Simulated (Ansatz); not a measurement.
The starting structures come from a database of crystals and need not be the phases stable at ambient conditions.

Crystal: Cs2HfI6 (Fm-3m, not sure to be the ambient phase, 9 atoms a cell, 45.6 Å³ an atom); planes in its conventional cell.

Level of theory: PBEsol (plane waves, PAW; Ansatz, a quantum-chemistry and plane-wave program).

The gap is the functional's own, uncorrected, and κ follows it; spin-orbit coupling is left out. Mid-gap values are interpolated between the computed energies.

| plane | area of the cell (Å²) | mid-gap κ (1/Å) | largest κ in the gap (1/Å) |
|---|---|---|---|
| (001) | 69.6 | 0.27 | 0.28 |
| (111) | 60.2 | [?] | [?] |

### Question
The slowest decay depends on the direction. Supply the withheld values.

### Answer

- (111), mid-gap κ (1/Å): 0.23
- (111), largest κ in the gap (1/Å): 0.24
